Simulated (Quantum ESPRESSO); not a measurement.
Quantum ESPRESSO run on TiCo2 (Fd-3m, 6 atoms in the cell): self-consistent single point.

Computed with LDA (PZ), GBRV 1.5 ultrasoft (LDA) pseudopotentials (plane waves; Quantum ESPRESSO).

The change in words: parallel starting moments (1.5 1.5 4.5 4.5 4.5 4.5 μB). Reference geometry:
```
TiCo2
1.0
    0.00000     3.30828     3.30828
    3.30828     0.00000     3.30828
    3.30828     3.30828     0.00000
Ti Co
2 4
Cartesian
  3.30828   3.30828   3.30828
  4.96242   4.96242   4.96242
  0.82707   2.48121   2.48121
  2.48121   2.48121   0.82707
  2.48121   0.82707   2.48121
  0.82707   0.82707   0.82707
```
Moments meant for the start (each program seeds them in its own way; μB, in the order of the atoms Ti Ti Co Co Co Co): 1.0 1.0 3.0 3.0 3.0 3.0.

Reference input (self-consistent single point, DFT, LDA (PZ), plane waves, GBRV 1.5 ultrasoft (LDA) pseudopotentials): ecutwfc = 50 Ry; ecutrho = 400 Ry; occupations = smearing; smearing = marzari-vanderbilt; degauss = 0.0073499 Ry; nspin = 2; potentials = {Ti: ti_lda_v1.4.uspp.F.UPF, Co: co_lda_v1.2.uspp.F.UPF}; K_POINTS = automatic 5 5 5 0 0 0; conv_thr = 1e-11 Ry; mixing_beta = 0.3. This run's input differs from it in these lines:

```diff
@@ -17,4 +17,4 @@
     nspin = 2
-    starting_magnetization(1) = 0.083
-    starting_magnetization(2) = 0.176
+    starting_magnetization(1) = 0.125
+    starting_magnetization(2) = 0.265
 /
```

Output (repeated stretches shortened):

```
     Self-consistent Calculation

     iteration #  1     ecut=    50.00 Ry     beta= 0.30

     total energy              =   -1379.54914901 Ry
     estimated scf accuracy    <     145.18283450 Ry

     total magnetization       =     4.63 Bohr mag/cell
     absolute magnetization    =     4.75 Bohr mag/cell

     iteration #  2     ecut=    50.00 Ry     beta= 0.30

     negative rho (up, down):  7.693E-05 8.707E-05

     total energy              =   -1433.34490019 Ry
     estimated scf accuracy    <      95.81536468 Ry

     total magnetization       =     0.13 Bohr mag/cell
     absolute magnetization    =     1.12 Bohr mag/cell

   [... lines left out ...]

     negative rho (up, down):  3.366E-04 2.931E-04

     total energy              =   -1432.00499139 Ry
     estimated scf accuracy    <       0.00096181 Ry

     total magnetization       =     1.19 Bohr mag/cell
     absolute magnetization    =     1.95 Bohr mag/cell

     iteration #100     ecut=    50.00 Ry     beta= 0.30

     negative rho (up, down):  3.476E-04 2.821E-04

     total energy              =   -1432.00099156 Ry
     estimated scf accuracy    <       0.00163078 Ry

     total magnetization       =     1.05 Bohr mag/cell
     absolute magnetization    =     1.76 Bohr mag/cell
     End of self-consistent calculation

     convergence NOT achieved after 100 iterations: stopping

   JOB DONE.
```

The run ended unconverged after 100 iterations. 

The starting cell comes from a database of computed structures (which also holds hypothetical and non-ambient phases and stackings), without a prior relaxation at this level. Its lattice was rescaled by a random factor within 2.5 % of one.

Cost on one core of a shared machine: roughly 10 min.
